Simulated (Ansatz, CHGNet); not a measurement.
For L1₂ (Cu3Au-type) Ni₃Al, the machine-learned potential CHGNet-r²SCAN (trained on r²SCAN data) gives:

```
Property                                Result
------------------------------  --------------
equilibrium lattice constant a         3.524 Å
formation enthalpy              -0.472 eV/atom
```

Problem. What does r²SCAN0 (Ansatz, an electronic-structure program, PAW) give for the same quantities?

Solution. 
- lattice constant a: 3.521 Å (drops by 0.1 %)
- formation enthalpy: -0.479 eV/atom (moves by -0.007 eV/atom)

For comparison: lattice constant a 3.572 Å (measured, temperature not stated, not corrected to a static lattice; as tabulated in Tensorial elastic properties and stability of interface states associated with …); formation enthalpy -0.420 ± 0.02 eV/atom (measured, 298 K, copied from a table, unchecked, not corrected to a static lattice; as tabulated in Wang et al. (2021), doi:10.1038/s41598-021-94550-5).

Changes are worked out from the printed values.

Unless a cell is named, each level is at its own relaxed cell (CHGNet-r²SCAN 10.94, r²SCAN0 10.92 Å³/atom).

Spin-polarised runs: r²SCAN0 (parallel moments).

Ansatz's density-functional and Hartree–Fock values are scalar-relativistic unless marked +SOC, with PAW data made under PBE.
